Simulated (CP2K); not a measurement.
**A short convergence ladder for GaP (F-43m, 2 atoms in the cell)**

```xyz
2
Lattice="3.8653 0.0000 0.0000 1.9326 3.3474 0.0000 1.9326 1.1158 3.1560" Properties=species:S:1:pos:R:3 pbc="T T T"
Ga     0.0000     0.0000     0.0000
P      1.9326     1.1158     0.7890
```

Base method: PBE, GPW, DZVP-MOLOPT-SR-GTH basis, GTH-PBE potentials (GTH_POTENTIALS) run with CP2K.

Base settings: CUTOFF = 600 Ry; REL_CUTOFF = 50 Ry; SMEAR/METHOD = FERMI_DIRAC; ELECTRONIC_TEMPERATURE = 232.09 K; KPOINTS/SCHEME = MONKHORST-PACK 4 4 4; GAMMA_CENTERED = T; XC_FUNCTIONAL = PBE; Ga/BASIS_SET = DZVP-MOLOPT-SR-GTH-q13; Ga/POTENTIAL = GTH-PBE-q13; P/BASIS_SET = DZVP-MOLOPT-SR-GTH-q5.

Core times come from one kind of shared machine, to one figure; runs under 30 s give none.

**Zone-centre phonons against the cutoff**

In this ladder: EPS_SCF = 1e-08; SMEAR/METHOD = default; ELECTRONIC_TEMPERATURE = default; EXTRAPOLATION = USE_GUESS; DX = 0.01 bohr.

The mesh stays at the base's, so the ladder's end is converged at best in this setting alone.

Frequencies are those of the unrelaxed cell, without the LO-TO term of polar crystals.

Only quantities that move along the ladder and can be compared are tabulated.

```tsv
CUTOFF	highest zone-centre frequency (cm⁻¹)	core time / last (rough)
300 Ry	95.0	0.8
420 Ry	335.3	1
600 Ry	373.2	1
900 Ry	360.6	1
```

Coarsest CUTOFF that holds the highest zone-centre frequency within 10 cm⁻¹: not settled: the last two steps still differ by 13 cm⁻¹, over half the tolerance, so the ladder does not show it.

On the base run: the starting cell has typed, rounded lattice constants, without a prior relaxation at this level. Its lattice was rescaled by up to half a per cent. Values carry the incompleteness of an atom-centred basis.
